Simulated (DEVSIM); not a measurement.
## Si p-n junction from an implanted or diffused profile

Structure: Si p-n junction from an implanted or diffused profile, at 300 K.

| layer (left to right) | material | thickness (μm) | Nd (cm⁻³) | τn (s) | τp (s) |
|---|---|---|---|---|---|
| 1 | Si | 20.0 | 6.1e16 | 4e-6 | 4e-6 |

Added acceptor profile: 2.3e18 cm⁻³ × exp(−(x − 0.061 μm)²/(2·(0.087 μm)²)). Left contact: ohmic. Right contact: ohmic. Voltage is applied to the left contact. Recombination: SRH at mid-gap, Auger. Mobility is constant in doping.

Constants are typed, rounded textbook-type inputs, not results; the design itself was drawn at random and stands for no fabricated device. Values at 300 K.

```tsv
parameter	Si
gap (eV)	1.124
affinity (eV)	4.05
permittivity	11.7
Nc (cm⁻³)	2.86e19
Nv (cm⁻³)	3.1e19
μn (cm²/Vs)	1417
μp (cm²/Vs)	470
Cn (cm⁶/s)	2.8e-31
Cp (cm⁶/s)	9.9e-32
```

Simulated with DEVSIM: 1D drift-diffusion, Boltzmann statistics, complete ionisation; no tunnelling, impact ionisation, image-force lowering or self-heating.

The potential step across the device at zero bias comes out as 0.891 V and the dark forward voltage at 1 A/cm² is 0.636 V. The dark forward voltage at 100 A/cm² is 0.768 V.

Small-signal capacitance in reverse bias (quasi-static):

```csv
V (V),C (nF/cm²)
-0.4,53.7
-1,45.1
-2,37.1
-3,32.4
-4,29.1
```

Dark forward current:

(V (V), J (A/cm²)): (0.05, 5.9e-10); (0.10, 2.6e-9); (0.15, 1.2e-8); (0.20, 6.2e-8); (0.25, 3.7e-7); (0.30, 2.4e-6); (0.35, 1.6e-5); (0.40, 0.00011); (0.45, 0.00077); (0.50, 0.0053); (0.55, 0.036); (0.60, 0.25); (0.65, 1.7); (0.70, 11); (0.75, 62); (0.80, 230); (0.85, 550); (0.90, 1100); (0.95, 1800); (1.00, 2700)
